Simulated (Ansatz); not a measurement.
**A computed series for hypothetical fluorite YbSi2: pressure series**

Take YbSi₂ in the fluorite structure (space group Fm-3m, No. 225; a hypothetical phase, not in the database extracts checked) as the base.

```yaml
crystal:
  lattice:
    - [0.00000, 3.17139, 3.17139]
    - [3.17139, 0.00000, 3.17139]
    - [3.17139, 3.17139, 0.00000]
  atoms:
    - { symbol: Yb, position: [0.00000, 0.00000, 0.00000] }
    - { symbol: Si, position: [0.25000, 0.25000, 0.25000] }
    - { symbol: Si, position: [0.75000, 0.75000, 0.75000] }
```

Cell and atoms are relaxed at each pressure.

Calculations: PBEsol in Ansatz (plane waves to 420 eV, PAW, no spin-orbit coupling).

| P (GPa) | V (Å³/atom) |
|---|---|
| -2.00 | 22.073 |
| -1.00 | 21.650 |
| 0.89 | 20.952 |
| 2.08 | 20.566 |
| 4.49 | 19.879 |
| 8.99 | 18.821 |
| 14.98 | 17.724 |
| 22.48 | 16.673 |
| 29.99 | 15.846 |

**Question.** Fit a third-order Birch–Murnaghan equation of state.

**Answer.** Least squares on P(V) = (3B₀/2)[(V₀/V)^(7/3) − (V₀/V)^(5/3)]·[1 + (3/4)(B₀′ − 4)((V₀/V)^(2/3) − 1)] gives V₀ = 21.27 Å³/atom, B₀ = 58 GPa and B₀′ = 3.8.

The state of the 4f shell was not checked for lower solutions. Load acts through the strain it causes; cell and atoms are relaxed under it. Whether these cells are dynamically stable was not tested. Competing high-pressure phases were not computed. Starting moments died away, wholly or in part, for the base; another magnetic solution may exist. The final runs are not spin-polarised.

Ansatz is a first-principles code.
